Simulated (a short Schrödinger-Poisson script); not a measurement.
# Symmetric double-gate stack, SiO2 on p-type InP

Structure: symmetric double-gate stack, SiO2 on p-type InP, at 300 K.

| layer | material | thickness (nm) | Na (cm⁻³) |
|---|---|---|---|
| 1 | SiO2 | 0.9 | - |
| 2 | InP | 4 | 3e15 |
| 3 | SiO2 | 0.9 | - |

The device is made up for the run: typed textbook-type constants, with dimensions and the other settings drawn at random. SiO2: permittivity 3.9, conduction-band edge (eV) 3.48, gap (eV) 9, electron mass (mₑ) 0.5. InP: permittivity 12.5, conduction-band edge (eV) 0, gap (eV) 1.344, Nv at 300 K (cm⁻³) 1.1e19.

Channel valleys (confinement mass, in-plane density-of-states mass, number): Γ 0.08, 0.08, 1. At the gates, both at one voltage, the conduction-band edge of layer 1 lies 3.61 eV − eVg above the Fermi level of the channel. Gaps are held at their typed values at every temperature. Mesh 0.03 nm at interfaces.

From a short Schrödinger-Poisson script (our own, NumPy): 1D Poisson equation in equilibrium, electrons quantum, Hartree plus LDA exchange-correlation (BenDaniel-Duke, 12 states a valley, the channel's in-plane mass for all, wave functions ending at the dielectric), parabolic valleys, classical holes, full ionisation, no traps, pinning or gate leakage.

| Vg (V) | electrons (cm⁻²) | C (μF/cm²) | Γ E0 (meV) | Γ E1 (meV) |
|---|---|---|---|---|
| 0.1 | 3.19e6 | < 0.003 | 323.4 | 1204.5 |
| 0.15 | 2.23e7 | < 0.003 | 273.1 | 1154.2 |
| 0.2 | 1.58e8 | < 0.003 | 222.5 | 1103.7 |
| 0.25 | 1.14e9 | 0.00736 | 171.5 | 1052.8 |
| 0.3 | 8.34e9 | 0.0547 | 119.8 | 1001.4 |
| 0.35 | 6.04e10 | 0.376 | 67.9 | 949.8 |
| 0.4 | 3.24e11 | 1.44 | 20.4 | 902.6 |
| 0.45 | 9.28e11 | 2.34 | -17.0 | 864.8 |
| 0.5 | 1.72e12 | 2.67 | -47.7 | 833.2 |
| 0.55 | 2.57e12 | 2.77 | -75.6 | 804.1 |
| 0.6 | 3.44e12 | 2.80 | -102.5 | 776.0 |
| 0.65 | 4.32e12 | 2.80 | -129.0 | 748.2 |
| 0.7 | 5.19e12 | 2.79 | -155.2 | 720.7 |
| 0.75 | 6.06e12 | 2.78 | -181.2 | 693.2 |
| 0.8 | 6.93e12 | 2.78 | -207.2 | 665.9 |
| 0.85 | 7.79e12 | 2.77 | -233.2 | 638.5 |

Gate voltages with under 1e6 electrons/cm² are left out.

Subbands count from the Fermi level. The capacitance is that of both gates.

Above a few 1e12 electrons/cm² a light Γ valley is non-parabolic and upper valleys begin to fill, which the model leaves out.
